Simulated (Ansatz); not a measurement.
**Pressure series in Ti3Al**

Consider Ti$_{3}$Al (space group P6_3/mmc, No. 194; a = 5.747 Å, c = 4.632 Å).

Cell and atoms are relaxed at each pressure.

Level of theory: plane-wave PAW DFT at the r2SCAN level (Ansatz, a quantum-chemistry and plane-wave program, 500 eV), scalar-relativistic without spin-orbit coupling.

Notes on the quantities. enthalpy: H = E + PV relative to the base's energy.

```
case              lattice parameter a  c/a ratio       enthalpy
----------------  -------------------  ---------  -------------
base                      10.860 bohr      0.806              –
pressure −2 GPa           10.924 bohr      0.805  -0.21 eV/atom
pressure −1 GPa           10.892 bohr      0.806  -0.10 eV/atom
pressure 1.8 GPa          10.807 bohr      0.806  +0.18 eV/atom
pressure 4.2 GPa          10.738 bohr      0.807  +0.43 eV/atom
pressure 9 GPa                    ___        ___  +0.90 eV/atom
pressure 18 GPa           10.415 bohr      0.810  +1.75 eV/atom
pressure 30 GPa           10.198 bohr      0.813  +2.81 eV/atom
pressure 45 GPa            9.977 bohr      0.816  +4.07 eV/atom
pressure 60 GPa            9.796 bohr      0.817  +5.25 eV/atom
```

Complete the table.


- pressure 9 GPa, lattice parameter a: 10.614 bohr
- pressure 9 GPa, c/a ratio: 0.808

Load acts through the strain it causes; cell and atoms are relaxed under it. Whether these cells are dynamically stable was not tested. No other phases were tried under pressure. All final runs are without spin polarisation.
